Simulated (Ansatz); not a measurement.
The starting structures come from a database of crystals and need not be the phases stable at ambient conditions.

 Where the default PAW files enter, the runs use the earlier of Ansatz's two default sets.

Here is the system:

```xyz
4
Lattice="3.9093 0.0000 0.0000 0.0000 5.5221 0.0000 0.0000 0.0000 3.9093" Properties=species:S:1:pos:R:3 pbc="T T T"
Zn     0.0000     1.3084     1.9546
Zn     1.9546     4.2137     0.0000
Se     0.0000     2.7611     0.0000
S      1.9546     0.0000     1.9546
```

Space group of this cell: P-4m2. The cell is taken as given.

The current runs along the normal of the first two printed vectors, the (100) plane. All runs by Ansatz (an electronic-structure program), plane waves and PAW, without spin-orbit coupling; the base is r2SCAN.

```
run                                                      mean pressure (GPa)  gap (eV)  mid-gap κ (1/Å)
-------------------------------------------------------  -------------------  --------  ---------------
base                                                                     0.1      2.16            0.142
all lengths scaled by 0.98                                               5.0      2.41            0.154
all lengths scaled by 1.02                                              -3.7      1.92            0.131
lda in place of r2scan                                                  -3.6      1.37            0.098
lengths across the current scaled by 0.98, ions clamped                  3.2      2.29            0.151
lengths across the current scaled by 1.02, ions clamped                 -2.5         ?                ?
lengths along the current scaled by 0.97, ions clamped                   2.5         ?                ?
lengths along the current scaled by 1.03, ions clamped                  -1.9         ?                ?
pbesol in place of r2scan                                               -1.2      1.49            0.105
```

Q: Some entries are withheld; supply them.

A: 
- lengths across the current scaled by 1.02, ions clamped, gap (eV): 1.94
- lengths across the current scaled by 1.02, ions clamped, mid-gap κ (1/Å): 0.134
- lengths along the current scaled by 0.97, ions clamped, gap (eV): 2.18
- lengths along the current scaled by 0.97, ions clamped, mid-gap κ (1/Å): 0.147
- lengths along the current scaled by 1.03, ions clamped, gap (eV): 2.00
- lengths along the current scaled by 1.03, ions clamped, mid-gap κ (1/Å): 0.138
